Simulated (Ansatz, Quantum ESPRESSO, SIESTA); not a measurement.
**MgMnCoO4 (P1, 7 atoms in the cell) computed with different codes at matched settings**

Self-consistent single point.

```
MgMnCoO4
1.0
    2.93100     0.00000     0.00000
    0.21411     5.21366     0.00000
    0.10987     1.42991     5.03928
Mg Mn Co O
1 1 1 4
Direct
  0.47399   0.30015   0.29112
  0.50693   0.96816   0.96722
  0.96321   0.57791   0.58703
  0.50997   0.67994   0.28787
  0.02403   0.81669   0.81987
  0.99131   0.14167   0.13123
  0.49359   0.28676   0.67304
```
Moments meant for the start (each program seeds them in its own way; μB, in the order of the atoms Mg Mn Co O O O O): 0.0 4.0 3.0 0.0 0.0 0.0 0.0.

Shared settings, as Ansatz (a quantum-chemistry and plane-wave program) writes them: kpoints.mp_grid.grid = 4 3 3; scf.occupations.method = fermi_dirac; scf.occupations.width = 0.05 eV. Potentials and cutoffs stand in the table.

```csv
code,model,pressure (GPa),largest force (eV/Å),size of the net moment (μB/atom),cutoff
SIESTA,"GGA PBEsol, numerical atomic orbitals TZP, PseudoDojo PBEsol standard norm-conserving potentials (rewritten from UPF to PSML)",-13.56,0.424,0.86,grid 400 Ry
Quantum ESPRESSO,"PBEsol, SSSP 1.1.2 efficiency (PBE) pseudopotentials",-11.05,0.391,0.86,55 Ry
Ansatz,"PBEsol, PAW files made with PBE",-11.53,0.411,0.00,default
```

Size of the force on each atom (eV/Å): Sizes of forces hide their directions.

```
code                Mg1    Mn2    Co3     O4     O5     O6     O7
----------------  -----  -----  -----  -----  -----  -----  -----
SIESTA            0.423  0.175  0.397  0.327  0.211  0.424  0.308
Quantum ESPRESSO  0.324  0.051  0.188  0.319  0.228  0.391  0.294
Ansatz            0.259  0.173  0.356  0.303  0.411  0.145  0.386
```

The net moments differ, which can mean other magnetic states; other values may part for that reason too.

On Ansatz's run: the magnetic order is the one reached from the typed start; others were not searched systematically. The program warned that a starting moment was not kept.

The spread over the programs that give each value: pressure within 2.51 GPa; largest force within 0.033 eV/Å; size of the net moment within 0.86 μB/atom.

SIESTA uses small atom-centred bases, whose incompleteness enters pressures, forces and empty levels differently from a plane-wave cutoff. Ansatz's pressure is given at a fixed set of plane waves, as the other plane-wave codes print theirs; with its correction for the finite basis it is -11.00 GPa (the shift of 0.53 GPa shows how far the cutoff is from converged). In the pressure, SIESTA (by 2.27) lies more than 1 GPa from the median of the plane-wave programs.

The shared mesh is coarse (it stands for a supercell whose shortest vector is 12 Å), so the values are not converged in it.

The starting cell comes from a database of computed structures (which also holds hypothetical and non-ambient phases and stackings), without a prior relaxation at this level.

Keys are those of Ansatz 0.2.
